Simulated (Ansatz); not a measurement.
Band structure of Ag (P6_3/mmc, 4 atoms in the cell).

```yaml
crystal:
  lattice:
    - [2.98216, 0.00000, 0.00000]
    - [-1.49108, 2.58263, 0.00000]
    - [0.00000, 0.00000, 9.69463]
  atoms:
    - { symbol: Ag, position: [0.00000, 0.00000, 0.00000] }
    - { symbol: Ag, position: [0.00000, 0.00000, 0.50000] }
    - { symbol: Ag, position: [0.33333, 0.66667, 0.25000] }
    - { symbol: Ag, position: [0.66667, 0.33333, 0.75000] }
```

Level of theory: LDA (PW92), default PAW files made with PBE (plane waves; Ansatz, a quantum-chemistry and plane-wave program).

Settings: basis.ecutwfc = 420 eV; kpoints.mp_grid.grid = 13 13 4; hamiltonian.xc = lda; hamiltonian.pseudopotentials = {kind: paw} (the program's default PAW files); scf.occupations.method = fermi_dirac; scf.occupations.width = 0.1 eV; kpoints.band_path.npoints = 8.

The starting cell comes from a database of computed structures (which also holds hypothetical and non-ambient phases and stackings), without a prior relaxation at this level. Its lattice was rescaled by a random factor within 2.5 % of one.

Levels in eV from the Fermi level, bands 36 to 43:
```json
[
 {"point": "Γ", "36": "-3.33", "37": "-3.33", "38": "-2.98", "39": "-2.98", "40": "-0.26", "41": "3.03", "42": "10.42", "43": "10.43"},
 {"point": "M", "36": "-2.79", "37": "-0.15", "38": "0.73", "39": "0.79", "40": "1.30", "41": "3.67", "42": "3.76", "43": "6.76"},
 {"point": "K", "36": "-3.02", "37": "2.67", "38": "2.77", "39": "2.77", "40": "3.72", "41": "4.36", "42": "4.36", "43": "5.08"},
 {"point": "A", "36": "-3.12", "37": "-3.12", "38": "-3.12", "39": "-2.33", "40": "-2.33", "41": "5.90", "42": "5.90", "43": "14.78"},
 {"point": "L", "36": "-2.84", "37": "0.19", "38": "0.19", "39": "1.17", "40": "1.17", "41": "4.19", "42": "4.19", "43": "5.72"},
 {"point": "H", "36": "-2.98", "37": "3.02", "38": "3.02", "39": "3.19", "40": "3.19", "41": "3.35", "42": "3.35", "43": "6.41"}
]
```

Bands cross the Fermi level along this path, so the cell is metallic at this level.

Keys are those of Ansatz 0.2.
